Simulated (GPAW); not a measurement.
Equation of state of hcp Zr (space group 194): energy against volume (GPAW, LDA)

```yaml
crystal:
  lattice:
    - [3.10438, 0.00000, 0.00000]
    - [-1.55219, 2.68847, 0.00000]
    - [0.00000, 0.00000, 4.94970]
  atoms:
    - { symbol: Zr, position: [0.66667, 0.33333, 0.75000] }
    - { symbol: Zr, position: [0.33333, 0.66667, 0.25000] }
```

Method: LDA (Perdew-Wang 92), GPAW PAW datasets LDA (gpaw-data 1.0.1) (plane waves; GPAW). Settings: mode = pw; ecut = 585 eV; xc = LDA; kpts = 21 21 12; mesh shift (steps) = 0 0 0; occupations.name = fermi-dirac; occupations.width = 0.05 eV; nbands = -8; convergence.density = 1e-05 e/electron; symmetry.symmorphic = false; symmetry.tolerance = 0.0005; maxiter = 120. The cell above is the first row's. The rows scale it uniformly. In all rows fractional positions and the k mesh are held. E is the free energy at the stated smearing, counted from the lowest row.

| V (Å^3/atom) | E (meV/atom) |
|---|---|
| 20.655 | ? |
| 21.104 | 5.92 |
| 21.553 | 0.00 |
| 22.002 | 0.32 |
| 22.451 | 6.38 |
| 22.900 | 17.70 |
| 23.349 | 33.85 |
| 23.798 | 54.43 |
| 24.247 | 79.05 |

### Question
Using the third-order Birch-Murnaghan form, a cubic in V^(-2/3), estimate the missing E at V = 20.655 from the other rows, showing the fit.

### Answer
With u = V^(-2/3) - 0.125, the rows have u = 0.005945, 0.004120, 0.002358, 0.000654, -0.000994, -0.002589, -0.004133, -0.005630. Least squares gives E = 10.228 - 6530.1·u + 994557·u² - 3017107·u³. Residuals (row less fit): -0.003, 0.005, 0.000, -0.002, -0.005, -0.003, 0.011, -0.005; standard error 0.008 (degrees of freedom: 4). Its minimum lies at u = 0.003333, so V0 = (0.128333)^(-3/2) = 21.75. There d²E/du² = 1929000 and d³E/du³ = -1.810e7, so B0 = (4/9) × 21.75^(-7/3) × 1929000 × 0.160218 = 104 GPa (the last factor turns the table's units into GPa), and B0' = 4 + (2/3) × 0.128333 × (-1.810e7)/1929000 = 3.2. The program's pressures in the fitted runs (not shown) pass through zero at V = 21.71, 0.19 % from this V0. At the withheld row, u = 0.007836, so E = 10.228 - 6530.1 × 0.007836 + 994557 × 0.007836² - 3017107 × 0.007836³ = 18.675 meV/atom. The calculation gives 18.66 meV/atom, 0.015 meV/atom below the prediction (under 0.05 % of the range of E in the table). The row lies outside the fitted rows, so this is an extrapolation. From the scatter of the fitted rows alone, a prediction at this place has a standard error of 0.022 meV/atom, so the miss is 0.7 times that.

Carrying the step between the two nearest rows on in a straight line would have given 11.84, off by 6.82; series whose last step already gives the withheld value aren't shown. The scan was laid around a cell of about the measured size, scaled by a guess for this functional; axis ratios and inner coordinates come from that cell. The runs keep the symmetry of the cell, so they don't test it for distortions. The shape of the cell and the inner coordinates aren't relaxed, so V0 and B0 belong to this uniform scaling; a relaxed crystal lies no higher in energy and is usually softer. Cutoffs and mesh are single choices, not tested for convergence of this quantity. Series with a scatter that would blur these digits, or in which a gap closes, are not shown. Nor are scans whose minimum lies at an end fitted in this form.
